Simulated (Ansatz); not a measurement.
# GaN under a change: biaxial strain −2.50 %, plane normal [111], relaxed out of plane

Take GaN in the zinc blende structure (space group F-43m, No. 216; a = 4.455 Å) as the base. Axes: x, y, z lie along the cube axes.

It is then changed as follows: compressive biaxial strain of 2.50 % in the plane normal to [111], as in epitaxy on a mismatched substrate; the out-of-plane cell vector and the atoms relax.

Method: DFT with LDA, PAW potentials and a 420 eV plane-wave cutoff in Ansatz (a quantum-chemistry and plane-wave program), scalar-relativistic without spin-orbit coupling. Settings: 13×13×13 k-points, 0.05 eV Fermi–Dirac smearing.

| quantity | base | changed | shift |
|---|---|---|---|
| volume per atom | 11.06 Å³ | 10.63 Å³ | -0.421 Å³ |
| space group | F-43m (No. 216) | R3m (No. 160) | – |
| shortest interatomic distance | 1.929 Å | 1.900 Å | -0.029 Å |
| energy relative to the base (free energy F) | 0 meV/atom | +21 meV/atom | +21 meV/atom |
| pressure (mean of the normal stresses, compression positive) | 0.0 kbar | 85.1 kbar | +85.04 kbar |
| band gap | 1.96 eV | 2.07 eV | +0.11 eV |
| gap character | direct at Γ | direct at Γ | – |
| electron mass | 0.18 mₑ (at Γ) | 0.18 mₑ out of plane, 0.20 mₑ in plane (at Γ) | – |
| valence-band top at Γ (three highest levels, from the VBM) | 0.00, 0.00, 0.00 eV | 0.00, 0.00, -0.29 eV | – |
| valley order (the lowest conduction-band minima on the path, energy above the VBM, named in the base's zone) | Γ 1.96 eV; X along ⟨100⟩ 3.27 eV | Γ 2.07 eV; X along [100] 3.14 eV | – |
| out-of-plane strain | – | +1.19 % | – |
| ratio −ε⊥/ε∥ | – | 0.47 | – |
| mean in-plane stress (compression positive) | – | +12.8 GPa | – |

Final structure (turned so that z lies along the plane normal):

```yaml
crystal:
  lattice:
    - [3.07166, 0.00000, 0.00000]
    - [1.53583, 2.66014, 0.00000]
    - [1.53583, -0.88671, 2.60284]
  atoms:
    - { symbol: Ga, position: [0.99587, 0.00207, 0.00620] }
    - { symbol: N, position: [0.50413, 0.24793, 0.74380] }
```

Effective masses come from finite differences of ±0.01 Å⁻¹. No phonon test of stability was made. This is not the structure that GaN has at room temperature and ambient pressure. Labels are those of the standard path for the cell's own space group.
